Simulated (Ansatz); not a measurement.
Partial pair distribution functions of a relaxed model of amorphous La6Ti14O37, broadened by 0.06 Å; density 4.42 g/cm³. These are PBE, scalar-relativistic without spin-orbit coupling (plane waves to 420 eV, PAW; Ansatz, a program for electronic structure) values and carry that method's errors.

Preparation: random packing, a CHGNet melt and quench, and a DFT relaxation. O atoms were pushed apart under 1.9 Å during the dynamics, to hinder bonds among them. The hot cell started wider than the set density and was brought back towards it in steps. It is the lowest in DFT energy of 2 quenches. It is a model cell: composition and starting density were chosen by hand, and all elements were melted together. No dispersion term was used. Its density started from a set value of 4.45 and ended at 4.42 g/cm³. The simulated quench (nominally 240 K/ps over its main leg) is rapid and tends to freeze in more defects than a deposited or slowly cooled glass has. One small periodic cell is one sample of the glass; other quenches scatter about these values. Volume and shape were free in the relaxation.

```
r (Å)  g Ti-O  g La-O  g Ti-Ti  g O-O
-----  ------  ------  -------  -----
1.55     0.00    0.00     0.00   0.00
1.65     0.34    0.00     0.00   0.00
1.75     3.33    0.00     0.00   0.00
1.85     7.44    0.00     0.00   0.00
1.95     6.67    0.00     0.00   0.00
2.05     2.98    0.00     0.00   0.00
2.15     1.29    0.02     0.00   0.00
2.25     0.62    0.70     0.00   0.00
2.35     0.38    3.80     0.00   0.02
2.45     0.14    5.86     0.00   0.47
2.55     0.15    4.95     0.00   1.39
2.65     0.13    2.19     0.00   2.04
2.75     0.11    0.90     0.01   2.59
2.85     0.22    1.37     0.49   2.88
2.95     0.35    0.56     2.47   2.55
3.05     0.29    0.23     1.87   2.02
3.15     0.08    0.15     1.03   1.78
3.25     0.36    0.16     1.28   1.01
3.35     0.47    0.11     1.50   0.70
3.45     0.68    0.14     2.10   0.64
3.55     0.94    0.16     3.46   0.56
3.65     0.95    0.47     1.69   0.63
3.75     0.69    0.70     1.41   0.76
3.85     0.92    0.94     0.96   0.71
3.95     0.97    0.69     0.21   0.70
4.05     1.43    0.75     0.42   0.74
4.15     1.55    0.96     0.57   0.73
4.25     1.53    0.76     0.83   0.67
4.35     1.53    1.14     0.69   0.64
4.45     1.63    1.42     0.35   0.60
```

Within 2.48 Å each Ti has 5.07 O neighbours on average.
